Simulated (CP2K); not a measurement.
CP2K run on La2Cu3Ni (Pmm2, 6 atoms in the cell): self-consistent single point.

Computed with LDA (Pade form), GPW, DZVP-MOLOPT-SR-GTH basis, GTH-PADE potentials (GTH_POTENTIALS) run with CP2K.

```
CELL_PARAMETERS angstrom
      3.86769     0.00000     0.00000
      0.00000     4.27753     0.00000
      0.00000     0.00000     7.30738
ATOMIC_POSITIONS crystal
  La 0.00000 0.50000 0.01096
  La 0.00000 0.00000 0.49213
  Cu 0.50000 0.00000 0.83332
  Cu 0.50000 0.00000 0.16962
  Cu 0.50000 0.50000 0.66381
  Ni 0.50000 0.50000 0.33016
```

Reference input (self-consistent single point, DFT PBEsol, GPW, DZVP-MOLOPT-SR-GTH basis, GTH-PBE potentials (GTH_POTENTIALS)): CUTOFF = 600 Ry; REL_CUTOFF = 60 Ry; SMEAR/METHOD = FERMI_DIRAC; ELECTRONIC_TEMPERATURE = 1160.45 K; KPOINTS/SCHEME = MONKHORST-PACK 6 5 3; GAMMA_CENTERED = T; XC_FUNCTIONAL = PBE:PBESOL; La/BASIS_SET = DZVP-MOLOPT-SR-GTH-q11; La/POTENTIAL = GTH-PBE-q11; Cu/BASIS_SET = DZVP-MOLOPT-SR-GTH-q11; Cu/POTENTIAL = GTH-PBE-q11; Ni/BASIS_SET = DZVP-MOLOPT-SR-GTH-q18. This run's input differs from it in these lines:

```diff
@@ -44,6 +44,3 @@
     &XC
-      &XC_FUNCTIONAL
-        &PBE
-          PARAMETRIZATION PBESOL
-        &END PBE
+      &XC_FUNCTIONAL PADE
       &END XC_FUNCTIONAL
@@ -82,3 +79,3 @@
       BASIS_SET DZVP-MOLOPT-SR-GTH-q11
-      POTENTIAL GTH-PBE-q11
+      POTENTIAL GTH-PADE-q11
     &END KIND
@@ -86,3 +83,3 @@
       BASIS_SET DZVP-MOLOPT-SR-GTH-q11
-      POTENTIAL GTH-PBE-q11
+      POTENTIAL GTH-PADE-q11
     &END KIND
@@ -90,3 +87,3 @@
       BASIS_SET DZVP-MOLOPT-SR-GTH-q18
-      POTENTIAL GTH-PBE-q18
+      POTENTIAL GTH-PADE-q18
     &END KIND
```

The program printed (abridged):

```
 SCF WAVEFUNCTION OPTIMIZATION

  Step     Update method      Time    Convergence         Total energy    Change
     1 NoMix/Diag. 0.30E+00      -     1.39006430      -377.8454464085 -3.78E+02
     2 Broy./Diag. 0.30E+00      -     1.82774272      -381.0908564872 -3.25E+00
     3 Broy./Diag. 0.30E+00      -     1.78802895      -400.5674497083 -1.95E+01
     4 Broy./Diag. 0.30E+00      -     0.22994485      -361.1840732372  3.94E+01
     5 Broy./Diag. 0.30E+00      -     0.18064234      -368.2308184776 -7.05E+00
     6 Broy./Diag. 0.30E+00      -     0.06853144      -375.4334908299 -7.20E+00
   [... 9 lines left out ...]
    16 Broy./Diag. 0.30E+00      -     0.00002496      -377.0257101922  5.76E-04
    17 Broy./Diag. 0.30E+00      -     0.00000623      -377.0262976811 -5.87E-04
    18 Broy./Diag. 0.30E+00      -     0.00000111      -377.0263763395 -7.87E-05
    19 Broy./Diag. 0.30E+00      -     0.00000049      -377.0263660647  1.03E-05
  *** SCF run converged in    19 steps ***

  Overlap energy of the core charge distribution:               0.00000003912901
  Self energy of the core charge distribution:               -581.94925459860258
  Core Hamiltonian energy:                                    162.84418410889859
  Hartree energy:                                              90.04646895044009
  Exchange-correlation energy:                                -47.96319113632968
  Electronic entropic energy:                                  -0.00457342544418
  Fermi energy:                                                 0.30445613985802

  Total energy:                                              -377.02636606471987
  Total energy (extrapolated to T->0):                       -377.02407935199778

                     Mulliken Population Analysis

   [... lines left out ...]

 STRESS| Analytical stress tensor [bar]
 STRESS|                        x                   y                   z
 STRESS|      x       -3.19684137888E+04   2.47454046342E-03  -7.47072354941E-04
 STRESS|      y        2.47454046342E-03  -4.61982591579E+04  -8.31879620684E-04
 STRESS|      z       -7.47072354941E-04  -8.31879620684E-04  -5.24878619165E+04
 STRESS| 1/3 Trace                                            -4.35515116211E+04
```

The run converged in 19 iterations. Against the reference run the pressure goes from -1.20 to -4.36 GPa and the largest force goes from 0.059 to 0.047 eV/Å.

The starting cell comes from a database of computed structures (which also holds hypothetical and non-ambient phases and stackings), without a prior relaxation at this level. Spin polarisation is off. Values carry the incompleteness of an atom-centred basis. With a pressure of about -4 GPa the cell is away from its equilibrium volume at this level.

Cost on one core of a shared machine: roughly 3 min.
